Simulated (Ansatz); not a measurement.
A self-consistent single point of La3SbO3 (C2/m, 14 atoms in the cell) with Ansatz (a first-principles code).

Method: r2SCAN, default PAW files made with PBE (plane waves; Ansatz).

```
CELL_PARAMETERS angstrom
      6.93741    -2.05893     0.00000
      6.93741     2.05893     0.00000
     -5.91751     0.00000    10.85316
ATOMIC_POSITIONS crystal
  La 0.38106 0.38106 0.05578
  La 0.61894 0.61894 0.94422
  La 0.37242 0.37242 0.60109
  La 0.62758 0.62758 0.39891
  La 0.84618 0.84618 0.29318
  La 0.15382 0.15382 0.70682
  Sb 0.87785 0.87785 0.81750
  Sb 0.12215 0.12215 0.18250
  O  0.81067 0.81067 0.08904
  O  0.18933 0.18933 0.91096
  O  0.56453 0.56453 0.70198
  O  0.43547 0.43547 0.29802
  O  0.83897 0.83897 0.48811
  O  0.16103 0.16103 0.51189
```

Reference input (self-consistent single point, DFT, r2SCAN, plane waves, default PAW files made with PBE): basis.ecutwfc = 500 eV; kpoints.mp_grid.grid = 5 5 2; hamiltonian.xc = r2scan; hamiltonian.pseudopotentials = {kind: paw} (the program's default PAW files); scf.occupations.method = fixed. This run's input differs from it in these lines:

Ansatz 0.2 input:
```diff
@@ -22,3 +22,3 @@
 basis:
-  ecutwfc: 500.0
+  ecutwfc: 650.0
 kpoints:
```

The program printed (abridged):

```
SCF iter   1: F=—  HF=-54025.195613 eV  |F-HF|=—  |Δ(HF+E_count)|=         —  Δρ=1.18e-2  dr2=7.96e-1  dr2_τ=3.86e-1  ethr=1.77e-3  ⟨swp⟩=5.7  Hψ=5557  notcnv=0  defer=207
all-band conjugate gradients solve this SCF's bands
preconditioner: auto → Resta (q_TF=auto, 2.366 Å⁻¹)
SCF iter   2: F=—  HF=-54025.464870 eV  |F-HF|=—  |Δ(HF+E_count)|=   2.69e-1  Δρ=5.36e-3  dr2=9.08e-2  dr2_τ=1.33e-2  ethr=6.03e-4  ⟨swp⟩=3.8  Hψ=3146  notcnv=0  defer=200
   [... lines left out ...]
SCF iter   7: F=—  HF=-54025.453209 eV  |F-HF|=—  |Δ(HF+E_count)|=   9.69e-5  Δρ=5.14e-5  dr2=7.16e-6  dr2_τ=9.93e-7  ethr=2.36e-8  ⟨swp⟩=2.0  Hψ=2535  notcnv=0  defer=213
SCF iter   8: F=—  HF=-54025.453209 eV  |F-HF|=—  |Δ(HF+E_count)|=   2.70e-7  Δρ=1.52e-5  dr2=8.23e-7  dr2_τ=5.62e-8  ethr=5.42e-9  ⟨swp⟩=2.0  Hψ=2281  notcnv=0  defer=213
SCF iter   9: F=-54025.453209 eV  HF=-54025.453209 eV  |F-HF|=3.20e-8  |Δ(HF+E_count)|=   8.42e-8  Δρ=4.05e-6  dr2=5.12e-8  dr2_τ=1.98e-9  ethr=7.58e-11  ⟨swp⟩=18.5  Hψ=9818  notcnv=0
SCF 1 converged in 9 iterations: F = -54025.453209 eV  dr2 = 5.12e-8
Free energy (F): -54025.453209 eV
Internal energy: -54025.453209 eV  (E = F + TS)
E sigma→0 (E₀):  -54025.453209 eV
Fermi energy:    11.037247 eV
--- Forces (eV/Å), atoms counted from 1 ---
  atom   1  La    -0.00252823     0.00000000    -0.02958736
  atom   2  La     0.00252823     0.00000000     0.02958736
  atom   3  La    -0.03510383    -0.00000000    -0.01405940
  atom   4  La     0.03510383     0.00000000     0.01405940
  atom   5  La    -0.06134032    -0.00000000     0.00697501
  atom   6  La     0.06134032     0.00000000    -0.00697501
  atom   7  Sb    -0.01958639    -0.00000000    -0.02401308
  atom   8  Sb     0.01958639     0.00000000     0.02401308
  atom   9  O     -0.01593761     0.00000000    -0.00816429
   [... lines left out ...]
  atom  14  O     -0.00311921    -0.00000000    -0.01274067
--- Stress (GPa, compression-positive) ---
        0.224688       0.000000      -0.024224
        0.000000       0.491579       0.000000
       -0.024223       0.000000       0.251938
  P = ⅓ Tr σ = 0.3227 GPa (3.227 kbar)
  The stress holds the Pulay correction. Without it, at fixed plane waves, as pw.x and ABINIT print it: P = 0.2983 GPa
```

The run converged in 9 iterations. Against the reference run the free energy goes down by 2.4 meV/atom, the pressure hardly changes (0.34 to 0.32 GPa), the largest force stays at 0.062 eV/Å and the gap on the mesh stays at 0.990 eV.

The starting cell comes from a database of computed structures (which also holds hypothetical and non-ambient phases and stackings), without a prior relaxation at this level. Spin-orbit coupling is off. Ansatz's pressure includes its estimate of the finite-basis (Pulay) stress.

Cost on one core of a shared machine: roughly 2 min.
